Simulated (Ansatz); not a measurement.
Gap of wurtzite GaP, (11-20) cell (GaP held in this type, which need not be the stable form), on one geometry relaxed at PBE.

Values marked by level come from r2SCAN (plane waves to 500 eV, PAW; Ansatz, a first-principles code); HSE06 (plane waves to 420 eV, PAW; Ansatz). Geometries and values that name no level are of the first. Spin–orbit coupling is left out. Its k-point mesh 5×5×8, Fermi–Dirac width 0.01 eV. HSE06 ran on meshes of its own (3×3×5); its edges and gaps are taken over the mesh and over extra points off it, mostly where PBE has its edges.

| level | gap (eV) |
|---|---|
| r2SCAN | … |
| HSE06 | 2.08 |

Q: What belongs in the gaps?

A: 
- r2SCAN, gap (eV): 1.65
